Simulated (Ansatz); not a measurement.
Sensitivity of a calculation on TiCo₂ (P1, 6 atoms in the cell) to its settings

```
TiCo2
1.0
    0.00000     3.35200     3.35200
    3.35200     0.00000     3.35200
    3.35200     3.35200     0.00000
Co Ti
4 2
Direct
  0.61061   0.61032   0.63202
  0.11786   0.62974   0.62231
  0.61250   0.61416   0.15337
  0.61896   0.13549   0.62309
  0.01539   0.99701   0.98530
  0.27468   0.26329   0.23390
```
Moments meant for the start (each program seeds them in its own way; μB, in the order of the atoms Co Co Co Co Ti Ti): 3.0 3.0 3.0 3.0 0.0 0.0.

Base run A: PBEsol, default PAW files made with PBE in Ansatz (a first-principles code), self-consistent single point.

Its settings: kpoints.mp_grid.grid = 5 5 5; kpoints.mp_grid.shift = 0.5 0.5 0.5; hamiltonian.xc = pbesol; hamiltonian.pseudopotentials = {kind: paw} (the program's default PAW files); magnetization.spin_polarized = true; scf.occupations.method = gaussian; scf.occupations.width = 0.1 eV.

The starting cell comes from a database of published, mostly measured structures (it also holds non-ambient and calculated ones), without a prior relaxation at this level. Its atoms were displaced at random from the sites of space group no. 227. The moments shrank to a small part of their start, a low-spin state that need not be the lowest. In the base run, with a pressure of about -10 GPa the cell is away from its equilibrium volume at this level. In the base run, forces exceed 1 eV/Å. Ansatz's pressure includes its estimate of the finite-basis (Pulay) stress.

ΔF is the free energy per atom less that of run A. 

Run A gave: pressure (GPa) -9.86; largest force (eV/Å) 1.771; size of the net moment (μB/atom) 0.33.

Runs:
- B: scf.occupations.width: 0.1 eV → 0.3 eV
- C: crystal.symmetry.detect: default → false
- D: scf.occupations.method: gaussian → methfessel_paxton
- E: scf.mixing.algorithm: default (the program chose MSR1) → broyden; scf.mixing.beta: default → 0.5
- F: scf.mixing.algorithm: default (the program chose MSR1) → broyden
- G: scf.mixing.preconditioner: default (the program chose Kerker) → kerker; scf.mixing.q_tf: default → 0.5

What does run D change against A?

The free energy goes up by 3.4 meV/atom, the pressure goes from -9.86 to -10.01 GPa, the largest force moves little (1.771 to 1.767 eV/Å) and the size of the net moment moves little (0.33 to 0.32 μB/atom).

What does run B change against A?

The free energy falls by 28.2 meV/atom, the pressure hardly changes (-9.86 to -9.93 GPa), the largest force goes from 1.771 to 1.805 eV/Å and the size of the net moment goes from 0.33 to 0.27 μB/atom.

```tsv
run	ΔF (meV/atom)	pressure (GPa)	largest force (eV/Å)	size of the net moment (μB/atom)
A	0.00	-9.86	1.771	0.33
B	-28.2	-9.93	1.805	0.27
C	0.00	-9.86	1.771	0.33
D	3.4	-10.01	1.767	0.32
E	0.00	-9.86	1.771	0.33
F	0.00	-9.86	1.771	0.33
G	0.00	-9.86	1.771	0.33
```

Keys are those of Ansatz 0.2.
